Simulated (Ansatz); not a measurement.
Ansatz (a first-principles code) run on Sr2Bi3 (Pnna, 20 atoms in the cell): self-consistent single point.

Method: LDA (PW92), default PAW files made with PBE (plane waves; Ansatz).

```
CELL_PARAMETERS angstrom
     15.92799     0.00000     0.00000
      0.00000     6.92207     0.00000
      0.00000     0.00000     6.72438
ATOMIC_POSITIONS crystal
  Sr 0.25000 0.00000 0.05700
  Sr 0.25000 0.50000 0.44300
  Sr 0.75000 0.00000 0.94300
  Sr 0.75000 0.50000 0.55700
  Bi 0.15390 0.06400 0.57880
  Bi 0.34610 0.93600 0.57880
  Bi 0.15390 0.43600 0.92120
  Bi 0.34610 0.56400 0.92120
  Bi 0.84610 0.93600 0.42120
  Bi 0.65390 0.06400 0.42120
  Bi 0.84610 0.56400 0.07880
  Bi 0.65390 0.43600 0.07880
  Sr 0.00010 0.25000 0.25000
  Sr 0.49990 0.75000 0.25000
  Sr 0.99990 0.75000 0.75000
  Sr 0.50010 0.25000 0.75000
  Bi 0.42940 0.25000 0.25000
  Bi 0.07060 0.75000 0.25000
  Bi 0.57060 0.75000 0.75000
  Bi 0.92940 0.25000 0.75000
```

Reference input (self-consistent single point, DFT, LDA (PW92), plane waves, default PAW files made with PBE): basis.ecutwfc = 420 eV; kpoints.mp_grid.grid = 2 3 3; kpoints.mp_grid.shift = 0.5 0.5 0.5; hamiltonian.xc = lda; hamiltonian.pseudopotentials = {kind: paw} (the program's default PAW files); scf.occupations.method = cold; scf.occupations.width = 0.272 eV. This run's input differs from it in these lines:

```diff
@@ -35,2 +35,3 @@
   occupations: { method: cold, width: 0.272 }
+  convergence: { dr2_threshold: 1.0e-01 eV }
 output:
```

Output, abridged:

```
SCF iter   1: F=—  HF=-172599.390419 eV  |F-HF|=—  |Δ(HF+E_count)|=         —  Δρ=3.61e-3  dr2=5.60e-2  ethr=1.77e-3  ⟨swp⟩=9.5  Hψ=3190  notcnv=0
all-band conjugate gradients solve this SCF's bands
preconditioner: auto → Kerker (q_TF=auto, 2.291 Å⁻¹)
SCF iter   2: F=-172599.377450 eV  HF=-172599.388017 eV  |F-HF|=1.06e-2  |Δ(HF+E_count)|=   2.40e-3  S|Δr|=    0.00e0  Δρ=1.99e-3  dr2=2.43e-2  ethr=2.15e-5  ⟨swp⟩=13.5  Hψ=4671  notcnv=0
WARN: F and its Harris–Foulkes estimate disagree by 1.06e-2 eV at the final density (on a DFT+U run the figure also counts the on-site term, by absolute value) …
solved again in the potential of the output density, not every published eigenvalue holds within its bar: 534 eigenvalues moved, the lowest at band 0 …
SCF 1 converged in 2 iterations: F = -172599.377450 eV  dr2 = 2.43e-2
Stability not checked (fill_not_monotonic)
Free energy (F): -172599.377450 eV
Internal energy: -172599.384197 eV  (E = F + TS)
E sigma→0 (E₀):  -172599.379699 eV
Entropy (-TS):   0.006746 eV (0.337 meV/atom)
Fermi energy:    8.211686 eV
--- Forces (eV/Å), atoms counted from 1 ---
  atom   1  Sr    -0.00000000     0.00000000     0.04895035
  atom   2  Sr     0.00000000    -0.00000000    -0.04895035
  atom   3  Sr    -0.00000000     0.00000000    -0.04895035
  atom   4  Sr     0.00000000     0.00000000     0.04895035
   [... lines left out ...]
  atom  20  Bi    -0.08000101    -0.00000000     0.00000000
--- Stress (GPa, compression-positive) ---
       -3.964630       0.000000       0.000000
        0.000000      -3.603681       0.000000
        0.000000       0.000000      -3.635247
  P = ⅓ Tr σ = -3.7345 GPa (-37.345 kbar)
  The stress holds the Pulay correction. Without it, at fixed plane waves, as pw.x and ABINIT print it: P = -3.7476 GPa
```

The run converged in 2 iterations. Against the reference run the free energy stays essentially unchanged (within 1 meV/atom), the pressure moves little (-3.74 to -3.73 GPa) and the largest force goes from 0.229 to 0.219 eV/Å.

The starting cell comes from a database of published, mostly measured structures (it also holds non-ambient and calculated ones), without a prior relaxation at this level. Its lattice was rescaled by a random factor within 2.5 % of one. With a pressure of about -4 GPa the cell is away from its equilibrium volume at this level. Ansatz's pressure includes its estimate of the finite-basis (Pulay) stress.

Keys are those of Ansatz 0.2.
